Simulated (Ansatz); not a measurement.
Base system: Cs$_{3}$AuS in the anti-perovskite structure (space group Pm-3m, No. 221; a = 6.5418 Å; a hypothetical phase, not in the database extracts checked).

It is then changed as follows: a hydrostatic pressure of 1.5 GPa.

Levels (all Ansatz, an electronic-structure program, PAW): PBEsol (420 eV, no spin-orbit coupling); HSE06 (420 eV, spin-orbit coupling left out).

The geometry is relaxed with PBEsol.

PBEsol lowest conduction level above the VBM at special points: X 0.76 eV; M 1.52 eV; R 2.39 eV; Γ 2.49 eV

With HSE06 at the same geometry, the lowest conduction level above the VBM at special points becomes X 1.56 eV; M 2.34 eV; R 3.23 eV; Γ 3.34 eV (PBEsol: X 0.76 eV; M 1.52 eV; R 2.39 eV; Γ 2.49 eV).

Single points use the geometry relaxed with PBEsol. HSE06 was sampled on its mesh, a few special points and the semilocal edge points, so its gap is an upper bound. The levels and masses belong to the bands next to the band gap. Load acts through the strain it causes; cell and atoms are relaxed under it. Whether these cells are dynamically stable was not tested.
